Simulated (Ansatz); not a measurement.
The reference is BN in the wurtzite structure (space group P6_3mc, No. 186; a = 2.523 Å, c = 4.175 Å). Axes: x lies along a and z along c of the hexagonal cell.

Calculations: LDA, PAW, 420 eV (Ansatz, a first-principles code; without spin-orbit coupling).

For the base:

| Property | Value |
|---|---|
| Pressure | 0.00 GPa |
| Band gap | 4.93 eV |

The change: tensor shear ε_xz = +2.00 % (engineering shear γ = 0.0400); the atoms relax in the strained cell.

Q: What does the calculation give for the energy relative to the base after the change?

A: The energy rises by 9.9 meV/atom.

Q: How does this affect the pressure?

A: The pressure (mean of the normal stresses, compression positive) goes from zero to 0.24 GPa.

Q: How does this affect the band gap?

A: The band gap shrinks by 0.08 eV to 4.85 eV.

No phonon test of stability was made.
